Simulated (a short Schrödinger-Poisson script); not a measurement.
System: MOS inversion layer, SiO2 on p-type Si(100), at 300 K.

From the gate side: 2.4 nm SiO2; 330 nm Si, acceptors 1.7e18 cm⁻³.

Constants are typed, rounded textbook-type inputs, not results; the design itself was drawn at random and stands for no fabricated device. SiO2: permittivity 3.9, conduction-band edge (eV) 3.15, gap (eV) 9, electron mass (mₑ) 0.5. Si: permittivity 11.7, conduction-band edge (eV) 0, gap (eV) 1.124, Nv at 300 K (cm⁻³) 3.1e19.

Channel valleys (confinement mass, in-plane density-of-states mass, number): Δ2 0.916, 0.19, 2; Δ4 0.19, 0.417, 4. At the gate the conduction-band edge of layer 1 lies 3.2 eV − eVg above the Fermi level of the channel; the field vanishes at the back. Gaps are held at their typed values at every temperature. Mesh 0.03 nm at interfaces.

Solved with a short Schrödinger-Poisson script written for these runs: 1D Poisson equation in equilibrium, electrons quantum, Hartree (BenDaniel-Duke, 12 states a valley, the channel's in-plane mass for all, wave functions free to enter the dielectric), parabolic valleys, classical holes, full ionisation, no traps, pinning or gate leakage.

| Vg (V) | electrons (cm⁻²) | C (μF/cm²) | Δ2 E0 (meV from the Fermi level) | Δ4 E0 (meV from the Fermi level) |
|---|---|---|---|---|
| 0.5 | 3.12e9 | 0.313 | 192.7 | 263.0 |
| 0.6 | 4.86e10 | 0.442 | 121.2 | 193.3 |
| 0.7 | 3.27e11 | 0.821 | 71.0 | 144.8 |
| 0.8 | 8.59e11 | 1.03 | 44.5 | 120.1 |
| 0.9 | 1.50e12 | 1.11 | 28.4 | 105.6 |
| 1 | 2.20e12 | 1.16 | 16.8 | 95.6 |
| 1.1 | 2.92e12 | 1.19 | 7.5 | 88.0 |
| 1.2 | 3.66e12 | 1.20 | -0.2 | 81.8 |
| 1.3 | 4.41e12 | 1.22 | -7.0 | 76.5 |
| 1.4 | 5.16e12 | 1.23 | -13.1 | 71.9 |
| 1.5 | 5.93e12 | 1.24 | -18.7 | 67.8 |
| 1.6 | 6.70e12 | 1.24 | -23.9 | 64.1 |
| 1.7 | 7.48e12 | 1.25 | -28.8 | 60.6 |
| 1.8 | 8.26e12 | 1.26 | -33.4 | 57.4 |
| 1.9 | 9.04e12 | 1.26 | -37.8 | 54.4 |
| 2 | 9.83e12 | 1.26 | -42.1 | 51.6 |

Gate voltages with under 1e9 electrons/cm² are left out.

Question: At Vg = 2 V the lowest Δ2 subband lies at -42.1 meV from the Fermi level. How many electrons does it hold, and what share of all?

Answer: The two-dimensional density of states is g m/(πħ²) = 1.59e11 cm⁻² meV⁻¹ (both spins), kT = 25.9 meV, so n = D kT ln(1 + exp(−E/kT)) = 7.41e12 cm⁻², 0.75 of the 9.83e12 cm⁻² in all.

Question: Compare the slope of the sheet density between 1.8 and 2 V with the geometric capacitance of the layers between gate and channel.

Answer: q Δn/ΔV = 1.26 μF/cm²; ε0/Σ(t/ε) = 1.44 μF/cm². The ratio is 0.87: the channel acts as a further capacitance in series.
